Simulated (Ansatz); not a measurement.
Input:

```
CELL_PARAMETERS angstrom
      3.14721     0.00000     0.00000
     -1.57360     2.72556     0.00000
      0.00000     0.00000     5.03379
ATOMIC_POSITIONS crystal
  Mg 0.33333 0.66667 0.25000
  Mg 0.66667 0.33333 0.75000
```

The numbers are results of LDA, DFPT electron-phonon coupling, linearised Boltzmann equation (plane waves, PAW, scalar-relativistic; Ansatz, an electronic-structure program), not measurements. Condition of this run: functional LDA. How the cell was made: relaxed with this functional, without spin-orbit coupling.

**Question.** Predict the intrinsic resistivity at 77 K.

**Answer.** 0.46 (x), 0.46 (y), 0.41 (z) μΩ·cm.

**Question.** And the electrons' mean free path at that temperature?

**Answer.** 250 (x), 250 (y), 250 (z) nm, weighted by the current that each state carries. Wires not much wider than this gain resistivity from their walls.

A metal at this level (no band gap). Only scattering by harmonic phonons is included (no impurities, grain boundaries, electron-electron scattering or thermal expansion). Spin-orbit coupling is left out. Halving the electron mesh (32x32x16) moves the resistivity by up to 15 % at 77 K, the mean free path by up to 10 %. Smearing 0.20 eV; phonons on a 5x5x3 q mesh, which this run doesn't test.
